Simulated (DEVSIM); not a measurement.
Device: Mo/SiO2/p-Si capacitor, at 300 K.

Layer 1 from the left is SiO2, thickness (nm) 5.90. Layer 2 from the left is Si, thickness (nm) 17000, Na (cm⁻³) 1.1e15.

Metal gate on the left, work function 4.6 eV. Fixed charge at the semiconductor interface -1.2e10 cm⁻² (in units of +e); no interface traps.

Constants are typed, rounded textbook-type inputs, not results; the design itself was drawn at random and stands for no fabricated device. Values at 300 K.

SiO2: gap (eV) 9, affinity (eV) 0.9, permittivity 3.9. Si: gap (eV) 1.124, affinity (eV) 4.05, permittivity 11.7, Nc (cm⁻³) 2.86e19, Nv (cm⁻³) 3.1e19.

Problem. Estimate by hand the flat-band voltage, the threshold voltage, and compare with a numerical solution.

Solution. 
- Flat-band voltage: C = 0.585 μF/cm², work-function difference -0.309 V; VFB = φms − qNf/C = -0.31 V; numerical -0.31 V.
- Threshold voltage: φF = 0.298 V, depletion charge √(4εqNφF) = 1.48e-8 C/cm²; VT = VFB + 2φF + Qd/C = 0.32 V; numerical 0.32 V.

Model (solved in DEVSIM): 1D Poisson equation in equilibrium, Boltzmann statistics, complete ionisation; no quantum confinement or tunnelling. Metal contacts follow the ideal Schottky-Mott rule: no Fermi-level pinning, no interface dipoles.
